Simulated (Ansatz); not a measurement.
Surface energy of faces of germanium in PBE and in r2SCAN, in Ansatz (plane waves, PAW). Symmetric slabs relaxed with PBE from ideal cuts in 1x1 cells (the lowest computed cut and spin start of each face; real faces may reconstruct in larger cells); r2SCAN values are single points on them, with the bulk at the same level. No spin-orbit coupling, no U.

| face | PBE (J/m²) | r2SCAN (J/m²) |
|---|---|---|
| (211) (like top atoms buckled by 0.8 Å) | 1.04 | ? |
| (310) (4 Ge–Ge bonds formed) | 0.98 | 1.27 |
| (311) | 1.06 | 1.33 |
| (320) (2 Ge–Ge bonds formed) | 0.91 | 1.16 |
| (321) (like top atoms buckled by 0.6 Å) | 0.93 | 1.19 |
| (322) (4 Ge–Ge bonds formed) | 0.90 | 1.15 |

### Question
Fit a straight line y = a·x + b by least squares to the 5 complete rows (x: PBE (J/m²); y: r2SCAN (J/m²)).

### Answer
the means are x̄ = 0.9560 and ȳ = 1.2200; Σ(x − x̄)² = 0.017320 and Σ(x − x̄)(y − ȳ) = 0.020100, so a = 1.161 and b = ȳ − a·x̄ = 0.111. The largest residual is 0.022.

### Question
What does the line predict for the withheld row, (211) (like top atoms buckled by 0.8 Å), and what did the calculation give?

### Answer
the line gives 1.32; the calculation gave 1.28, a miss of -0.04, larger than any residual of the fitted rows.

Ansatz is an electronic-structure program.
